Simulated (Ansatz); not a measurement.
The starting structures come from a database of crystals and need not be the phases stable at ambient conditions.

By PBEsol, the system below comes out a metal.

A figure of merit of an interconnect metal is its ballistic conductance per area.

Here is the system:

```xyz
1
Lattice="3.3840 0.0000 0.0000 0.0000 3.3840 0.0000 1.6920 -1.6920 1.6588" Properties=species:S:1:pos:R:3 pbc="T T T"
Nb     0.0000     0.0000     0.0000
```

Space group of this cell: I4/mmm. The cell is strained (lengths across the current scaled by 1.02, ions clamped); by PBEsol its mean pressure is -12.7 GPa.

The current flows along the normal of the first two printed cell vectors, the (001) (indices of the unstrained crystal) plane of the conventional cell. No spin-orbit coupling; the value is a mean over 0.1 eV about the Fermi level.

Task: Estimate the ballistic conductance per area that PBEsol (Ansatz, a quantum-chemistry and plane-wave program) returns for this system.

Result: 1.9 × 10¹⁵ S/m² for both spins.
